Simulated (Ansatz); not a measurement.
Base system: FeNi3 in the Cu3Au type structure (space group Pm-3m, No. 221; a = 3.514 Å; ferromagnetic; relaxed with 0.1 eV smearing). Axes: x, y, z lie along the cube axes.

Level of theory: Ansatz (a program for electronic structure), r2SCAN, PAW, cutoff 500 eV, no SOC.

Perturbation: the cell is compressed by 1.01 % along y with no lateral relaxation, atoms relaxed at fixed cell.

**Question.** What does the calculation give for the stress and energy relative to the base after the change?

**Answer.** The stress (xx, yy, zz, yz, xz, xy; compression positive) comes out as (1.8, 3.1, 1.8, 0.0, 0.0, 0.0) GPa; the energy grows by 1.1 meV/atom.

Other magnetic orders, which the real material may have, were not ruled out. The cells carry an imposed strain or load. Stability against distortions was not tested.
